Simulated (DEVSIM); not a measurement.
Structure: illuminated Si n-on-p cell, one wavelength, with a back-surface field, at 300 K.

Layer 1 from the left is Si, thickness (μm) 0.240, Nd (cm⁻³) 5.6e18, τn (s) 1.1e-5, τp (s) 0.00028, absorption coefficient (cm⁻¹) 4100. Layer 2 from the left is Si, thickness (μm) 31.0, Na (cm⁻³) 2.4e15, τn (s) 0.00079, τp (s) 0.00079, absorption coefficient (cm⁻¹) 4100. Layer 3 from the left is Si, thickness (μm) 0.790, Na (cm⁻³) 4.9e18, τn (s) 0.00079, τp (s) 0.00079, absorption coefficient (cm⁻¹) 4100.

Left contact: ohmic, minority hole recombination velocity 3e5 cm/s. Right contact: ohmic, minority electron recombination velocity 3e6 cm/s. Voltage is applied to the left contact. Recombination: SRH at mid-gap, radiative, Auger. Light enters at the left, 2.2e19 photons cm⁻² s⁻¹, one pass, no reflection. Mobility is μmin + (μ − μmin)/(1 + (N/Nref)^α).

The device is made up for the run: typed textbook-type constants, with dimensions and the other settings drawn at random. Values at 300 K.

Si: gap (eV) 1.124, affinity (eV) 4.05, permittivity 11.7, Nc (cm⁻³) 2.86e19, Nv (cm⁻³) 3.1e19, μn (cm²/Vs) 1417, μp (cm²/Vs) 470, μn,min 52, μp,min 45, Nref,n 9.7e16, Nref,p 2.2e17, αn 0.68, αp 0.72, B (cm³/s) 4.7e-15, Cn (cm⁶/s) 2.8e-31, Cp (cm⁶/s) 9.9e-32.

Simulated with DEVSIM: 1D drift-diffusion, Boltzmann statistics, complete ionisation; no tunnelling, impact ionisation, image-force lowering or self-heating.

Q: What does the simulation give for the dark forward voltage at 1 A/cm², the dark forward voltage at 100 A/cm²?

A: dark forward voltage at 1 A/cm² 0.739 V; dark forward voltage at 100 A/cm² 0.866 V.
